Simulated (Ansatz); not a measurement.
Results of r²SCAN+SOC (Ansatz, a program for electronic structure, PAW) for SnI₂ (within 0.1 Å of C2/m, No. 12; cell taken from a computed entry).

Run with plane-wave cutoff 560 eV, 6×4×4 k mesh (along the axes of the cell as run), Fermi–Dirac smearing 0.01 eV, PAW data made under PBE.

Cell (relaxed with PBEsol):

```cif
data_I12Sn6
_chemical_formula_sum 'Sn6 I12'
_space_group_name_H-M_alt 'C2/m'
_space_group_IT_number 12
_space_group_name_Hall '-C 2y'
_cell_length_a 14.17877
_cell_length_b 4.38939
_cell_length_c 10.79643
_cell_angle_alpha 90.000
_cell_angle_beta 92.381
_cell_angle_gamma 90.000
loop_
_space_group_symop_operation_xyz
  'x, y, z'
  '-x, -y, -z'
  '-x, y, -z'
  'x, -y, z'
  'x+1/2, y+1/2, z'
  '-x+1/2, -y+1/2, -z'
  '-x+1/2, y+1/2, -z'
  'x+1/2, -y+1/2, z'
loop_
_atom_site_label
_atom_site_type_symbol
_atom_site_symmetry_multiplicity
_atom_site_Wyckoff_symbol
_atom_site_fract_x
_atom_site_fract_y
_atom_site_fract_z
_atom_site_occupancy
Sn1 Sn 2 a 0.00000 0.00000 0.00000 1
Sn2 Sn 4 i 0.26243 0.00000 0.30491 1
I1 I 4 i 0.08134 0.00000 0.73206 1
I2 I 4 i 0.36042 0.00000 0.56001 1
I3 I 4 i 0.14818 0.50000 0.08031 1
```
(The calculation used a cell of 9 atoms; values per cell refer to that cell.)

Q: Estimate the band gap and direct gap at Γ that the calculation returns.

A: 
- band gap: 1.74 eV (on the SCF k mesh)
- direct gap at Γ: 2.12 eV

Note: cell and atoms aren't relaxed at this level (largest force component 0.10 eV/Å, pressure 1.6 GPa); this cell isn't known to be the ambient phase, and symmetry holds it in the calculation.

Computed values are for the static lattice.

Cost on a shared machine: about 30 core-minutes (a rough figure).
